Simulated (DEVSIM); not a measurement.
Model (solved in DEVSIM): 1D Poisson equation in equilibrium, Boltzmann statistics, complete ionisation; no quantum confinement or tunnelling. Metal contacts follow the ideal Schottky-Mott rule: no Fermi-level pinning, no interface dipoles.

Structure: Pt/Si3N4/SiO2/p-Si capacitor, at 300 K.

```
layer (left to right)  material  thickness (nm)  Na (cm⁻³)
---------------------  --------  --------------  ---------
1                         Si3N4            4.10          -
2                          SiO2           0.910          -
3                            Si             620     8.5e17
```

Metal gate on the left, work function 5.6 eV. Fixed charge at the semiconductor interface -5.1e10 cm⁻² (in units of +e); no interface traps.

The device is made up for the run: typed textbook-type constants, with dimensions and the other settings drawn at random. Values at 300 K.

| parameter | Si3N4 | SiO2 | Si |
|---|---|---|---|
| gap (eV) | 5.1 | 9 | 1.124 |
| affinity (eV) | 2.1 | 0.9 | 4.05 |
| permittivity | 7.5 | 3.9 | 11.7 |
| Nc (cm⁻³) | - | - | 2.86e19 |
| Nv (cm⁻³) | - | - | 3.1e19 |

One input was changed, with this effect: minimum of the low-frequency capacitance 0.238 → 0.402 μF/cm²; threshold voltage (band bending 2φF) 1.92 → 2.12 V; flat-band voltage 0.53 → 0.46 V; capacitance of the dielectric stack little changed (1.14 μF/cm²).

### Question
Which change was it?
(A) Si3N4 thickness 0.0041 → 0.0029 μm
(B) fixed charge -5.1e+10 → 3.249e+12 cm^-2
(C) interface trap density 0 → 2e+12 cm^-2 eV^-1
(D) gate work function 5.6 → 5.75 eV

### Answer
C, interface trap density 0 → 2e+12 cm^-2 eV^-1
